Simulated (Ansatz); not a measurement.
Ansatz (a quantum-chemistry and plane-wave program) run on SrMg (P1, 6 atoms in the cell): self-consistent single point.

Computed with PBEsol, PAW files made with PBE (plane waves; Ansatz).

The change in words: atoms moved at random. Reference geometry:
```
SrMg
1.0
    4.27251     0.00000     0.00000
   -2.13625     3.70010     0.00000
    0.00000     0.00000    16.39140
Sr Mg
3 3
Direct
  0.00000   0.00000   0.98261
  0.66667   0.33333   0.53224
  0.00000   0.00000   0.31727
  0.66667   0.33333   0.81771
  0.00000   0.00000   0.69930
  0.66667   0.33333   0.15087
```

Reference input (self-consistent single point, DFT, PBEsol, plane waves, PAW files made with PBE): basis.ecutwfc = 30.9 Ry; kpoints.mp_grid.grid = 6 6 2; hamiltonian.xc = pbesol; hamiltonian.pseudopotentials = {kind: paw} (the program's default PAW files); scf.occupations.method = fermi_dirac; scf.occupations.width = 0.0073 Ry. This run's input differs from it in these lines:

Ansatz 0.2 input:
```diff
@@ -6,8 +6,8 @@
   atoms:
-    - { symbol: Sr, position: [0.000000, 0.000000, 0.982610] }
-    - { symbol: Sr, position: [0.666667, 0.333333, 0.532240] }
-    - { symbol: Sr, position: [0.000000, 0.000000, 0.317270] }
-    - { symbol: Mg, position: [0.666667, 0.333333, 0.817710] }
-    - { symbol: Mg, position: [0.000000, 0.000000, 0.699300] }
-    - { symbol: Mg, position: [0.666667, 0.333333, 0.150870] }
+    - { symbol: Sr, position: [-0.011420, -0.003330, 0.980490] }
+    - { symbol: Sr, position: [0.668931, 0.349840, 0.533641] }
+    - { symbol: Sr, position: [0.005318, 0.012208, 0.318927] }
+    - { symbol: Mg, position: [0.661757, 0.323661, 0.816858] }
+    - { symbol: Mg, position: [0.011415, 0.005510, 0.698700] }
+    - { symbol: Mg, position: [0.664001, 0.312109, 0.151383] }
 basis:
```

Log, with long lists cut:

```
SCF iter   1: F=—  HF=-16215.760400 eV  |F-HF|=—  |Δ(HF+E_count)|=         —  Δρ=2.78e-2  dr2=7.80e1  ethr=3.10e-3  ⟨swp⟩=11.9  Hψ=7903  notcnv=0
all-band conjugate gradients solve this SCF's bands
preconditioner: auto → Kerker (q_TF=auto, 2.138 Å⁻¹)
SCF iter   2: F=—  HF=-16213.335464 eV  |F-HF|=—  |Δ(HF+E_count)|=    2.42e0  Δρ=1.67e-2  dr2=2.88e1  ethr=3.10e-3  ⟨swp⟩=3.0  Hψ=2081  notcnv=0
   [... lines left out ...]
SCF iter   7: F=—  HF=-16211.961158 eV  |F-HF|=—  |Δ(HF+E_count)|=   6.43e-5  Δρ=7.54e-5  dr2=6.70e-5  ethr=4.32e-7  ⟨swp⟩=2.0  Hψ=2695  notcnv=0
SCF iter   8: F=—  HF=-16211.960838 eV  |F-HF|=—  |Δ(HF+E_count)|=   3.21e-4  Δρ=1.99e-5  dr2=5.71e-6  ethr=1.12e-7  ⟨swp⟩=2.2  Hψ=3021  notcnv=0
SCF iter   9: F=—  HF=-16211.960837 eV  |F-HF|=—  |Δ(HF+E_count)|=   6.57e-7  Δρ=6.94e-6  dr2=4.59e-7  ethr=9.51e-9  ⟨swp⟩=2.1  Hψ=2132  notcnv=0
SCF iter  10: F=-16211.960837 eV  HF=-16211.960837 eV  |F-HF|=4.64e-8  |Δ(HF+E_count)|=   6.90e-8  Δρ=2.05e-6  dr2=5.89e-8  ethr=1.67e-10  ⟨swp⟩=10.4  Hψ=8574  notcnv=0
SCF 1 converged in 10 iterations: F = -16211.960837 eV  dr2 = 5.89e-8
Free energy (F): -16211.960837 eV
Internal energy: -16211.763627 eV  (E = F + TS)
E sigma→0 (E₀):  -16211.862232 eV
Entropy (-TS):   -0.197210 eV (-32.868 meV/atom)
Fermi energy:    4.255434 eV
--- Forces (eV/Å), atoms counted from 1 ---
  atom   1  Sr     0.05189853    -0.03719780     0.11665470
  atom   2  Sr     0.02925449    -0.02067908     0.07042991
  atom   3  Sr     0.01540343    -0.04437607    -0.12874724
  atom   4  Mg     0.00958346     0.05074863    -0.02597711
  atom   5  Mg    -0.05581500    -0.02175900    -0.00388116
  atom   6  Mg    -0.05032445     0.07326389    -0.02845936
--- Stress (GPa, compression-positive) ---
       -1.497991      -0.003847       0.012557
       -0.003847      -1.714724       0.016285
        0.012557       0.016285      -1.078015
  P = ⅓ Tr σ = -1.4302 GPa (-14.302 kbar)
  The stress holds the Pulay correction. Without it, at fixed plane waves, as pw.x and ABINIT print it: P = -1.4330 GPa
```

The run converged in 10 iterations. Against the reference run the free energy goes up by 2.2 meV/atom, the pressure hardly changes (-1.45 to -1.43 GPa) and the largest force goes from 0.116 to 0.137 eV/Å.

The starting cell comes from a database of computed structures (which also holds hypothetical and non-ambient phases and stackings), without a prior relaxation at this level. Its lattice was rescaled by a random factor within 2.5 % of one. For this run, on top of that: atoms moved at random. Ansatz's pressure includes its estimate of the finite-basis (Pulay) stress.

Cost on one core of a shared machine: roughly 40 s.
